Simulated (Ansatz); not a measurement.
The reference is BaTiO₃ in the cubic perovskite structure (space group Pm-3m, No. 221; a = 3.994 Å).

Method: DFT with r2SCAN, PAW potentials and a 500 eV plane-wave cutoff in Ansatz (a first-principles code), no SOC, earlier PAW set.

For the base:

| Quantity | Value |
|---|---|
| Shortest interatomic distance | 1.997 Å |
| Width of the top valence band | 0.95 eV |
| Smallest direct gap | 2.28 eV |

Now apply this change: full substitution Ti → Zr, then cell and atoms are relaxed.

What happens to the shortest interatomic distance, width of the top valence band and smallest direct gap?

The shortest interatomic distance increases by 0.105 Å (1.997 Å → 2.102 Å); the width of the top valence band shrinks by 0.06 eV, from 0.95 eV to 0.89 eV; the smallest direct gap rises by 1.68 eV (2.28 eV → 3.96 eV).

Whether these cells are dynamically stable was not tested. The final runs are not spin-polarised. Many cubic perovskites are stable only at high temperature; tilts and polar distortions were not tested. This is not the structure that BaTiO3 has at room temperature and ambient pressure.
